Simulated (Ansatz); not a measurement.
Effect of x(Rb) = 0.75, 8 atoms, P2/m on Y

Consider Y in the hcp (Mg type) structure (space group P6_3/mmc, No. 194; a = 3.6826 Å, c = 5.6985 Å).

The other end (x = 1) is Rb in the hcp (Mg type) structure (space group P6_3/mmc, No. 194; a model cell, its experimental status unchecked): 95.54 Å³/atom, gap zero; this end may not be an ambient phase.

It is then changed as follows: Rb replaces 75.0 % of the Y, ordered in a cell of 8 atoms (starting symmetry P2/m) and fully relaxed.

Level of theory: Ansatz (a program for electronic structure) r2SCAN, no spin-orbit coupling. Settings: 5×12×4 k-points, 0.05 eV Fermi–Dirac smearing, for the changed cell.

```tsv
quantity	base	changed	shift
volume per atom	33.46 Å³	66.06 Å³	+32.593 Å³
shortest interatomic distance	3.555 Å	3.277 Å	-0.278 Å
band gap	zero	zero	–
mixing energy (to 0.01 eV only: unlike meshes or grids) (against an end that may be hypothetical)	–	+0.46 eV/atom	–
deviation of the volume from the linear (Vegard-type) interpolation	–	-17.4 %	–
```

Each cell is one ordered arrangement of few atoms, which overstates ordering effects compared with a random alloy. Stability against distortions was not tested. All final runs are without spin polarisation. Rb3Y has a high density of states at the Fermi level and may be magnetic at this level. Under x(Rb) = 0.75, 8 atoms, P2/m the cell changed shape so far that it is another structure. This is not the structure that Rb has at room temperature and ambient pressure.
